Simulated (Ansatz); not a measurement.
Results of r²SCAN (plane waves, PAW; Ansatz, an electronic-structure program) for Ge2Os (model structure, started from the AlB2 type, P6/mmm, No. 191, 3 atoms in the cell).

Numerical settings: plane-wave cutoff 560 eV, 18×18×12 k mesh (along the axes of the cell as run), Fermi–Dirac smearing 0.05 eV, no spin polarisation, scalar-relativistic PAW data made under PBE.

Cell (relaxed at this level):

```xyz
3
Lattice="4.6727 0.0000 0.0000 -2.3364 4.0467 0.0000 0.0000 0.0000 2.5453" Properties=species:S:1:pos:R:3 pbc="T T T"
Os     0.0000     0.0000     0.0000
Ge     0.0000     2.6978     1.2727
Ge     2.3364     1.3489     1.2727
```

**Question.** Estimate the bulk modulus that the calculation returns.

**Answer.** 
* **bulk modulus**: 128 GPa

Note: the run has no spin polarisation, so it can have missed a magnetic state; the bulk modulus is −V dP/dV from two relaxed cells at ±2 % in volume; the relaxation could raise the start's symmetry but not lower it, so the cell can be a saddle point.

Spin–orbit coupling is not included; it can open a gap where bands touch, and shift volumes and moduli.

Static lattice: no zero-point or thermal effects.

It cost around 22 core-minutes (rough) of CPU time.

A model structure was made by putting elements into a prototype or built by hand; it is no filed structure, need not be a known phase, and can be a saddle point held by its symmetry.
